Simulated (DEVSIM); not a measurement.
Structure: abrupt Si p-n junction, at 250 K.

| layer (left to right) | material | thickness (μm) | Nd (cm⁻³) | Na (cm⁻³) | τn (s) | τp (s) |
|---|---|---|---|---|---|---|
| 1 | Si | 0.150 | - | 7.2e18 | 0.00041 | 0.00041 |
| 2 | Si | 51.0 | 7.2e16 | - | 0.00041 | 0.00041 |

Left contact: ohmic. Right contact: ohmic. Voltage is applied to the left contact. Recombination: SRH at mid-gap, radiative. Gap narrowing is on: ΔEg = 6.92 meV × (l + √(l² + 0.5)), l = ln(N/1.3e17 cm⁻³), shared equally by both band edges. Mobility is μmin + (μ − μmin)/(1 + (N/Nref)^α).

Constants are typed, rounded textbook-type inputs, not results; the design itself was drawn at random and stands for no fabricated device. Values at 300 K; Nc and Nv go as T^1.5, mobilities as T to minus their exponent, the gap by Varshni's rule with the affinity fixed. The table also holds parameters that only a changed run uses.

```csv
parameter,Si
gap (eV),1.124
affinity (eV),4.05
permittivity,11.7
Nc (cm⁻³),2.86e19
Nv (cm⁻³),3.1e19
μn (cm²/Vs),1417
μp (cm²/Vs),470
"μn,min",52
"μp,min",45
"Nref,n",9.7e16
"Nref,p",2.2e17
αn,0.68
αp,0.72
T exponent of μn,2.3
T exponent of μp,2.2
B (cm³/s),4.7e-15
Cn (cm⁶/s),2.8e-31
Cp (cm⁶/s),9.9e-32
Varshni α (eV/K),0.000473
Varshni β (K),636
```

DEVSIM, 1D drift-diffusion, Boltzmann statistics, complete ionisation; no tunnelling, impact ionisation, image-force lowering or self-heating.

Base results: largest field in the device at zero bias (V/cm) 160000; dark forward voltage at 1 A/cm² (V) 0.761; potential step across the device at zero bias (V) 0.958; dark forward voltage at 100 A/cm² (V) 0.890.

**Question.** What follows from this one change: doping Nd of layer 2 7.2e+16 → 2.2e+16 cm^-3?

**Answer.** largest field in the device at zero bias 160000 → 110000 V/cm; dark forward voltage at 1 A/cm² little changed (0.758 V); potential step across the device at zero bias 0.958 → 0.934 V; dark forward voltage at 100 A/cm² 0.890 → 0.898 V.

**Question.** What follows from this one change: thickness of layer 1 0.15 → 0.03 μm?

**Answer.** largest field in the device at zero bias little changed (160000 V/cm); dark forward voltage at 1 A/cm² 0.761 → 0.727 V; potential step across the device at zero bias little changed (0.958 V); dark forward voltage at 100 A/cm² 0.890 → 0.862 V.

**Question.** What follows from this one change: thickness of layer 2 51 → 31 μm?

**Answer.** largest field in the device at zero bias little changed (160000 V/cm); dark forward voltage at 1 A/cm² little changed (0.760 V); potential step across the device at zero bias little changed (0.958 V); dark forward voltage at 100 A/cm² 0.890 → 0.878 V.

**Question.** What follows from this one change: constant mobility in place of the doping-dependent one?

**Answer.** largest field in the device at zero bias little changed (160000 V/cm); dark forward voltage at 1 A/cm² 0.761 → 0.706 V; potential step across the device at zero bias little changed (0.958 V); dark forward voltage at 100 A/cm² 0.890 → 0.829 V.
